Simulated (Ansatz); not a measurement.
Results of B3LYP (VWN-RPA form) (Ansatz, a program for electronic structure, PAW) for SiO2 (P4₁2₁2, No. 92).

Numerical settings: plane-wave cutoff 460 eV, 6×6×4 k mesh (along the axes of the cell as run), Fermi–Dirac smearing 0.01 eV, scalar-relativistic PAW data made under PBE.

Cell (measured lattice):

```cif
data_O8Si4
_chemical_formula_sum 'Si4 O8'
_space_group_name_H-M_alt 'P41212'
_space_group_IT_number 92
_space_group_name_Hall 'P 4abw 2nw'
_cell_length_a 4.95700
_cell_length_b 4.95700
_cell_length_c 6.89030
_cell_angle_alpha 90.000
_cell_angle_beta 90.000
_cell_angle_gamma 90.000
loop_
_atom_site_label
_atom_site_type_symbol
_atom_site_symmetry_multiplicity
_atom_site_Wyckoff_symbol
_atom_site_fract_x
_atom_site_fract_y
_atom_site_fract_z
_atom_site_occupancy
Si1 Si 4 a 0.30470 0.30470 0.00000 1
O1 O 8 b 0.23810 0.11090 0.18260 1
```

Task: Estimate the band gap that the calculation returns.

Result: 
- band gap = 7.80 eV (on the SCF k mesh) (direct)

Note: cell and atoms aren't relaxed at this level (largest force component 0.32 eV/Å, pressure 2.7 GPa).

The computed numbers hold no vibrational or temperature effects.
